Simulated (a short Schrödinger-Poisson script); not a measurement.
System: gated Al0.25Ga0.75As/GaAs modulation-doped gas in a quantum well, at 20 K.

```
layer        material  thickness (nm)  Nd (cm⁻³)  Na (cm⁻³)
-----  --------------  --------------  ---------  ---------
1      Al0.25Ga0.75As              20          -          -
2      Al0.25Ga0.75As              30     2.6e18          -
3      Al0.25Ga0.75As              10          -          -
4                GaAs              10          -          -
5      Al0.25Ga0.75As            4000          -       1e14
```

Constants are typed, rounded textbook-type inputs, not results; the design itself was drawn at random and stands for no fabricated device. Al0.25Ga0.75As: permittivity 12.19, conduction-band edge (eV) 0.198, gap (eV) 1.736, electron mass (mₑ) 0.0878, Nv at 300 K (cm⁻³) 9e18. GaAs: permittivity 12.9, conduction-band edge (eV) 0, gap (eV) 1.424, Nv at 300 K (cm⁻³) 9e18.

Channel valleys (confinement mass, in-plane density-of-states mass, number): Γ 0.067, 0.067, 1. At the gate the conduction-band edge of layer 1 lies 0.95 eV − eVg above the Fermi level of the channel; the field vanishes at the back. Donor level 0.05 eV below the band edge. The barrier under the gate holds no holes. Gaps are held at their typed values at every temperature. Mesh 0.08 nm at interfaces.

From a short Schrödinger-Poisson script (our own, NumPy): 1D Poisson equation in equilibrium, electrons quantum, Hartree (BenDaniel-Duke, 40 states a valley, the channel's in-plane mass for all, wave functions free to enter the barrier), parabolic valleys, classical holes, donors ionised by Fermi statistics, acceptors fully, no traps, pinning or gate leakage.

The same stack at other levels of the model or other numerical settings:

```
run                                                                  sheet density of all electrons at Vg = 0.5 V (cm⁻²)  sheet density of all electrons at Vg = -2 V (cm⁻²)  capacitance at Vg = 0.5 V (μF/cm²)  centroid of the channel electrons at Vg = 0.5 V (nm)  rough cost against the base
-------------------------------------------------------------------  ---------------------------------------------------  --------------------------------------------------  ----------------------------------  ----------------------------------------------------  ---------------------------
base                                                                                                             4.50e11                                             4.49e11                               0.438                                                  4.53                      about 1
electrons treated as classical, Boltzmann                                                                        7.36e11                                             7.34e11                               0.438                                                  0.78                         0.02
electrons treated as classical, Fermi-Dirac                                                                      5.10e11                                             5.08e11                               0.438                                                  3.87                          0.1
electrons treated as quantum, Hartree plus LDA exchange-correlation                                              4.90e11                                             4.89e11                               0.438                                                  4.49                            2
mesh six times as coarse                                                                                         4.50e11                                             4.49e11                               0.438                                                  4.52                          0.2
one subband a valley                                                                                             4.50e11                                             4.49e11                               0.438                                                  4.53                          0.2
```

The classical rows ignore confinement, and Boltzmann statistics overrate the density once the band edge passes the Fermi level.
